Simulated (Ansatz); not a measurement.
Take WS$_{2}$ (space group P6_3/mmc, No. 194; a = 3.1541 Å, c = 12.1408 Å; layered, stacked along the Cartesian z axis) as the base. Axes: x lies along a and z along c of the hexagonal cell.

Structures relaxed with DFT with PBE-D3(BJ), PAW potentials and a 420 eV plane-wave cutoff in Ansatz (an electronic-structure program), without spin-orbit coupling.

Base:

Simulated powder pattern, Cu Kα1, λ = 1.54056 Å (kinematic, ideal powder, no thermal factors, no anomalous dispersion; the 8 strongest lines at most, above 2 %, up to 2θ = 90°):

| 2θ (°) | I/Imax (%) | hkl |
|---|---|---|
| 14.58 | 100 | (002) |
| 32.76 | 22 | (100) |
| 33.60 | 37 | (101) |
| 36.03 | 18 | (102) |
| 39.78 | 67 | (103) |
| 50.23 | 31 | (105) |
| 58.47 | 16 | (110) |
| 60.61 | 16 | (112) |

One thing is altered: the cell is compressed by 2.40 % along z with no lateral relaxation, atoms relaxed at fixed cell.

Question: Predict the new powder pattern.

Answer: 
Simulated powder pattern, Cu Kα1, λ = 1.54056 Å (kinematic, ideal powder, no thermal factors, no anomalous dispersion; the 8 strongest lines at most, above 2 %, up to 2θ = 90°):

```json
[
 {"2θ (°)": "14.94", "d (Å)": "5.925", "I/Imax (%)": "100", "hkl": "(002)"},
 {"2θ (°)": "32.76", "d (Å)": "2.732", "I/Imax (%)": "24", "hkl": "(100)"},
 {"2θ (°)": "33.64", "d (Å)": "2.662", "I/Imax (%)": "41", "hkl": "(101)"},
 {"2θ (°)": "36.18", "d (Å)": "2.481", "I/Imax (%)": "18", "hkl": "(102)"},
 {"2θ (°)": "40.10", "d (Å)": "2.247", "I/Imax (%)": "73", "hkl": "(103)"},
 {"2θ (°)": "50.97", "d (Å)": "1.790", "I/Imax (%)": "31", "hkl": "(105)"},
 {"2θ (°)": "58.47", "d (Å)": "1.577", "I/Imax (%)": "18", "hkl": "(110)"},
 {"2θ (°)": "60.72", "d (Å)": "1.524", "I/Imax (%)": "17", "hkl": "(112)"}
]
```

The indices refer to the base's conventional cell; one index is shown for lines that coincide.

The cells carry an imposed strain or load. Whether these cells are dynamically stable was not tested.
